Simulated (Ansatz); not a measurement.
**Mg, thickness series**

Start from Mg in the hcp (Mg type) structure (space group P6_3/mmc, No. 194).

```xyz
2
Lattice="3.1745 0.0000 0.0000 -1.5873 2.7492 0.0000 0.0000 0.0000 5.1850" Properties=species:S:1:pos:R:3 pbc="T T T"
Mg     0.0000     1.8328     3.8887
Mg     1.5873     0.9164     1.2962
```

Cartesian axes are those of the cell as printed.

Free-standing slabs (1 atom(s) a layer) normal to the z axis with 15 Å of vacuum; in-plane cell held at bulk.

Method: DFT with r2SCAN, PAW potentials and a 500 eV plane-wave cutoff in Ansatz (a first-principles code), spin-orbit coupling left out, earlier PAW set.

Notes on the quantities. excess energy per area of both faces: slab less bulk energy over the cell's area: twice a surface energy; uncertain by up to 0.1 J/m²; layer's space group: with vacuum.

```json
[
 {"change": "1 layer", "thickness between the outermost nuclei": "–", "excess energy per area of both faces": "–", "layer's space group": "P6/mmm (No. 191)"},
 {"change": "2 layers", "thickness between the outermost nuclei": "2.62 Å", "excess energy per area of both faces": "1.30 J/m²", "layer's space group": "P-3m1 (No. 164)"},
 {"change": "3 layers", "thickness between the outermost nuclei": "5.18 Å", "excess energy per area of both faces": "1.26 J/m²", "layer's space group": "P-6m2 (No. 187)"},
 {"change": "4 layers", "thickness between the outermost nuclei": "7.85 Å", "excess energy per area of both faces": "1.2 J/m²", "layer's space group": "P-3m1 (No. 164)"},
 {"change": "5 layers", "thickness between the outermost nuclei": "10.40 Å", "excess energy per area of both faces": "1.2 J/m²", "layer's space group": "P-6m2 (No. 187)"},
 {"change": "6 layers", "thickness between the outermost nuclei": "12.98 Å", "excess energy per area of both faces": "1.2 J/m²", "layer's space group": "P-3m1 (No. 164)"},
 {"change": "7 layers", "thickness between the outermost nuclei": "15.55 Å", "excess energy per area of both faces": "1.2 J/m²", "layer's space group": "P-6m2 (No. 187)"}
]
```

Slab and bulk use different k-meshes, which limits the precision of the excess energy. Stability against distortions was not tested.
